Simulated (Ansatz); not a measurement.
An Ansatz (a program for electronic structure) run: TlBr with a change (x(Sb) = 0.667, 6 atoms, P-3m1); PBE, PAW, 420 eV (Ansatz; no spin-orbit coupling), earlier PAW set.

Input:

Ansatz 0.2 input:
```yaml
crystal:
  lattice:
    - [5.7486830759, 0, 0]
    - [-2.8743415379, 4.978505582, 0]
    - [0, 0, 7.1930424706]
  atoms:
    - { symbol: Sb, position: [0.3333333333, 0.6666666667, 0.4864736014] }
    - { symbol: Tl, position: [0, 0, 0] }
    - { symbol: Sb, position: [0.6666666667, 0.3333333333, 0.5135263986] }
    - { symbol: Br, position: [0, 0, 0.5] }
    - { symbol: Br, position: [0.6666666667, 0.3333333333, 0.1435263837] }
    - { symbol: Br, position: [0.3333333333, 0.6666666667, 0.8564736163] }
basis: { ecutwfc: 420, ecutrho_ratio: 4, xc_grid: 2, fft_grid_basis: typed }
kpoints: { mp_grid: { grid: [10, 10, 7] } }
hamiltonian:
  xc: pbe
  dispersion: none
  pseudopotentials: { azcp: { folder: ./paw }, kind: paw }
scf: { occupations: { method: fermi_dirac, width: 0.05 }, convergence: { dr2_threshold: 0.0000000006 } }
output: { forces: true, stress: true }
checkpoint: { write: state.ck, write_every: 1000 }
```

Output:

```
WARN ansatz: RAYON_NUM_THREADS=1 ignored (pool sized by the plan → 1); use --threads N
Pseudopotentials: kind: paw
Pseudopotential: Sb, paw, valence charge 15
Pseudopotential: Tl, paw, valence charge 13
Pseudopotential: Br, paw, valence charge 7
Functional definition: PBE
Crystal: 6 atoms, lattice volume = 205.864 Å³
Basis set: ecut = 420 eV, 4057 PW (Γ), exchange–correlation on 80×80×100 points (8 copies of the dense FFT grid, shifted against one another)
Bands: 38, of which v1, the nominal top of the filled ones, is band 32 counted from 1 (31 counted from 0)
Symmetry: 12 space group operations
Space group: P-3m1 (ITA 164), of the structure as read, at distance tolerance 5.9e-5 Å
k-points: 80 of 700
Initial density: superposition of atomic densities (chi_scale 0.1, normalization cell, long waves kept (reshape's long-wave potential 0.01 eV rms))
Initial wavefunctions: pseudopotential atomic-orbital guess
Eigensolver: davidson
Functional: x = pbe(κ = 0.804, μ = 0.2195149727645171), c = pbe(β = 0.06672455060314922)
SCF iter   1: F=—  HF=-32768.173155 eV  |F-HF|=—  |Δ(HF+E_count)|=         —  Δρ=3.02e-2  dr2=3.94e0  ethr=3.10e-3  ⟨swp⟩=8.6  Hψ=13948  notcnv=0
all-band conjugate gradients solve this SCF's bands
preconditioner: auto → Kerker (q_TF=auto, 2.246 Å⁻¹)
SCF iter   2: F=—  HF=-32767.257150 eV  |F-HF|=—  |Δ(HF+E_count)|=   9.16e-1  Δρ=1.47e-2  dr2=1.08e0  ethr=3.10e-3  ⟨swp⟩=3.0  Hψ=5946  notcnv=0  defer=6
SCF iter   3: F=—  HF=-32766.915974 eV  |F-HF|=—  |Δ(HF+E_count)|=   3.41e-1  Δρ=4.57e-3  dr2=1.18e-1  ethr=1.69e-3  ⟨swp⟩=3.0  Hψ=5340  notcnv=0  defer=6
SCF iter   4: F=—  HF=-32766.877251 eV  |F-HF|=—  |Δ(HF+E_count)|=   3.87e-2  Δρ=1.74e-3  dr2=1.43e-2  ethr=1.84e-4  ⟨swp⟩=4.1  Hψ=7036  notcnv=0  defer=2
SCF iter   5: F=—  HF=-32766.875804 eV  |F-HF|=—  |Δ(HF+E_count)|=   1.45e-3  Δρ=7.60e-4  dr2=3.02e-3  ethr=2.23e-5  ⟨swp⟩=2.0  Hψ=5259  notcnv=0  defer=2
SCF iter   6: F=—  HF=-32766.877028 eV  |F-HF|=—  |Δ(HF+E_count)|=   1.22e-3  Δρ=2.67e-4  dr2=3.52e-4  ethr=4.71e-6  ⟨swp⟩=2.0  Hψ=4023  notcnv=0  defer=2
SCF iter   7: F=—  HF=-32766.877270 eV  |F-HF|=—  |Δ(HF+E_count)|=   2.43e-4  Δρ=8.96e-5  dr2=5.00e-5  ethr=5.50e-7  ⟨swp⟩=2.0  Hψ=4172  notcnv=0  defer=2
SCF iter   8: F=—  HF=-32766.877275 eV  |F-HF|=—  |Δ(HF+E_count)|=   4.23e-6  Δρ=3.46e-5  dr2=5.42e-6  ethr=7.81e-8  ⟨swp⟩=2.0  Hψ=4339  notcnv=0  defer=2
SCF iter   9: F=—  HF=-32766.877244 eV  |F-HF|=—  |Δ(HF+E_count)|=   3.09e-5  Δρ=1.05e-5  dr2=1.06e-6  ethr=8.47e-9  ⟨swp⟩=2.1  Hψ=4158  notcnv=0  defer=2
SCF iter  10: F=—  HF=-32766.877244 eV  |F-HF|=—  |Δ(HF+E_count)|=   9.19e-8  Δρ=5.04e-6  dr2=1.45e-7  ethr=1.66e-9  ⟨swp⟩=2.0  Hψ=4026  notcnv=0  defer=2
SCF iter  11: F=—  HF=-32766.877244 eV  |F-HF|=—  |Δ(HF+E_count)|=   1.17e-8  Δρ=1.90e-6  dr2=2.54e-8  ethr=2.27e-10  ⟨swp⟩=2.1  Hψ=4591  notcnv=0  defer=2
SCF iter  12: F=—  HF=-32766.877244 eV  |F-HF|=—  |Δ(HF+E_count)|=  7.57e-10  Δρ=8.15e-7  dr2=3.07e-9  ethr=3.97e-11  ⟨swp⟩=2.0  Hψ=4226  notcnv=0  defer=2
SCF iter  13: F=-32766.877244 eV  HF=-32766.877244 eV  |F-HF|=1.09e-11  |Δ(HF+E_count)|=   1.50e-9  Δρ=2.47e-7  dr2=1.46e-10  ethr=1.00e-12  ⟨swp⟩=5.0  Hψ=12853  notcnv=0
SCF 1 converged in 13 iterations: F = -32766.877244 eV  dr2 = 1.46e-10
SCF converged after 13 iterations
Free energy (F): -32766.877244 eV
Harris-Foulkes:  -32766.877244 eV  (|F-HF|=1.09e-11)
Internal energy: -32766.855848 eV  (E = F + TS)
E sigma→0 (E₀):  -32766.866546 eV
Entropy (-TS):   -0.021396 eV (-3.566 meV/atom)
Fermi energy:    6.429750 eV
--- Per-component energies (eV) ---
  E_band       = -531.381739
  E_kinetic    = 978.995853
  E_local      = -5596.816222  (includes V_loc(G=0)·N_el)
  E_nonlocal   = 1247.661644
  E_hartree    = 2213.477419
  E_xc         = -972.746466
  E_vxc        = -628.392759  (∫ρ·V_xc dr)
  E_paw        = -26207.479562  (= ΣΔE_a)
  E_vpaw       = -959.785006  (= ΣTr[D̂ρ^β])
  E_aug_tail   = 0.000225  (compensation charges beyond the density's cutoff)
  E_ewald      = -4429.948739
  E_smearing   = -0.021396  (= −TS)
  E_closure    = -0.000000  (closes the sum)
  Σ components = -32766.877244   (vs F -32766.877244, Δ=0.00e0)
  [band-id]    e_kinetic+e_local+e_nonlocal+2·e_hartree+e_vxc+e_vpaw+e_augmentation_tail = -531.381428   (vs E_band -531.381739, Δ=3.11e-4)
--- Forces (eV/Å), atoms counted from 1 ---
  atom   1  Sb     0.00000000    -0.00000000    -0.00087364
  atom   2  Tl     0.00000000    -0.00000000     0.00000000
  atom   3  Sb    -0.00000000     0.00000000     0.00087364
  atom   4  Br    -0.00000000     0.00000000     0.00000000
  atom   5  Br     0.00000000    -0.00000000    -0.00022970
  atom   6  Br    -0.00000000     0.00000000     0.00022970
  max |Σ_I F_I| component: 8.33e-17 eV/Å
--- Stress (GPa, compression-positive) ---
       -0.017445      -0.000000       0.000000
       -0.000000      -0.017445       0.000000
        0.000000       0.000000       0.005465
  P = ⅓ Tr σ = -0.0098 GPa (-0.098 kbar)
  The stress holds the Pulay correction. Without it, at fixed plane waves, as pw.x and ABINIT print it: P = -0.0200 GPa
  The stress includes an estimate of the error left by incomplete SCF convergence (largest component -0.0000 GPa).
--- Band table ---
  band table: none
```

Each cell is one ordered arrangement of few atoms, which overstates ordering effects compared with a random alloy. Whether these cells are dynamically stable was not tested. All final runs are without spin polarisation. The cell was made from TlBr by this change: x(Sb) = 0.667, 6 atoms, P-3m1.
